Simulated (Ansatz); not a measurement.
**What Si → Mo does to Mg2Si**

The reference is Mg2Si (space group Fm-3m, No. 225; a = 6.365 Å).

One thing is altered: every Si is replaced by Mo; the structure is relaxed again.

Method: PBE (Ansatz, a quantum-chemistry and plane-wave program), no spin-orbit coupling. Settings: 12×12×12 k-points, 0.05 eV Fermi–Dirac smearing, for the changed cell.

* **Volume per atom**: 22.85 Å³ (base 21.49 Å³)
* **Density**: 3.50 g/cm³ (base 1.98 g/cm³)
* **Lattice parameter a**: 6.497 Å (base 6.365 Å)
* **Space group**: Fm-3m (No. 225) (base Fm-3m (No. 225))
* **Band gap**: zero (base 0.22 eV)

Final structure:

```xyz
3
Lattice="0.0000 3.2486 3.2486 3.2486 0.0000 3.2486 3.2486 3.2486 0.0000" Properties=species:S:1:pos:R:3 pbc="T T T"
Mo     0.0000     0.0000     0.0000
Mg     1.6243     1.6243     1.6243
Mg     4.8728     4.8728     4.8728
```

Cost of the whole job for the changed cell (relaxation, final SCF and bands): about 40 core-seconds (a rough figure).

Stability against distortions was not tested. As relaxed here, Mg2Mo is a hypothetical phase, not in the database extracts checked. The final runs are not spin-polarised. Mg2Mo has a high density of states at the Fermi level and may be magnetic at this level. The zero or small gap of Mg2Si can change with the level of theory.
